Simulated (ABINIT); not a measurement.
Band structure of Os (P6_3/mmc, 4 atoms in the cell).

```xyz
4
Lattice="2.7434 0.0000 0.0000 -1.3717 2.3759 0.0000 0.0000 0.0000 8.8270" Properties=species:S:1:pos:R:3 pbc="T T T"
Os     0.0000     0.0000     0.0000
Os     0.0000     0.0000     4.4135
Os     0.0000     1.5839     2.2067
Os     1.3717     0.7920     6.6202
```

Method: PBE, PAW (JTH v2.0 PBE PAW) (plane waves; ABINIT).

Settings: pseudos = [Os.GGA_PBE-JTH.xml]; ecut = 40 Ry; pawecutdg = 80 Ry; pawxcdev = 0; ixc = 11; occopt = 7; tsmear = 0.00367493 Ha; ngkpt = 9 9 3; nshiftk = 1; shiftk = 0 0 0; potentials = JTH v2.0 PBE PAW; kptopt = 1; nstep = 60.

The starting cell was generated: these elements placed on a structure prototype, without a prior relaxation; it need not be a known phase or ordering of this composition. Its lattice was rescaled by a random factor within 2.5 % of one. Spin-orbit coupling is off. Spin polarisation is off.

Levels in eV from the Fermi level, bands 13 to 20:
```json
[
 {"point": "Γ", "13": "-2.57", "14": "-2.42", "15": "-2.42", "16": "-0.84", "17": "-0.84", "18": "-0.19", "19": "0.00", "20": "0.00"},
 {"point": "M", "13": "-1.05", "14": "0.31", "15": "1.33", "16": "2.10", "17": "2.14", "18": "2.28", "19": "2.29", "20": "2.56"},
 {"point": "K", "13": "-1.38", "14": "-1.38", "15": "0.20", "16": "0.20", "17": "1.30", "18": "1.49", "19": "1.49", "20": "1.61"},
 {"point": "A", "13": "-2.76", "14": "-2.76", "15": "-2.01", "16": "-2.01", "17": "-0.35", "18": "-0.35", "19": "-0.35", "20": "-0.35"},
 {"point": "L", "13": "-0.86", "14": "-0.86", "15": "1.12", "16": "1.12", "17": "2.15", "18": "2.15", "19": "2.53", "20": "2.53"},
 {"point": "H", "13": "-1.35", "14": "-1.35", "15": "-0.30", "16": "-0.30", "17": "1.52", "18": "1.52", "19": "1.86", "20": "1.86"}
]
```

Bands cross the Fermi level along this path, so the cell is metallic at this level.
